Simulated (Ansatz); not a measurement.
Base system: Zr3N4 (space group I-43d, No. 220; a = 6.703 Å). Axes: x, y, z lie along the cube axes.

Computed with PBEsol, PAW, 420 eV (Ansatz, an electronic-structure program; without spin-orbit coupling).

Base values:

| Quantity | Result |
|---|---|
| Valence-band top at Γ | 0.00, 0.00, 0.00 eV |

Perturbation: uniaxial stress, 0.5 GPa compression along x; all other stress components relax to zero.

Problem. Predict the new strain response.

Solution. The strain response (xx, yy, zz) is (−0.14, +0.03, +0.03) %.

Problem. Estimate the effect on the valence-band top at Γ.

Solution. The valence-band top at Γ (three highest levels, from the VBM) goes from 0.00, 0.00, 0.00 eV to 0.00, -0.02, -0.02 eV.

The levels and masses belong to the bands next to the band gap. Beyond what the load breaks, stability against distortions was not tested.
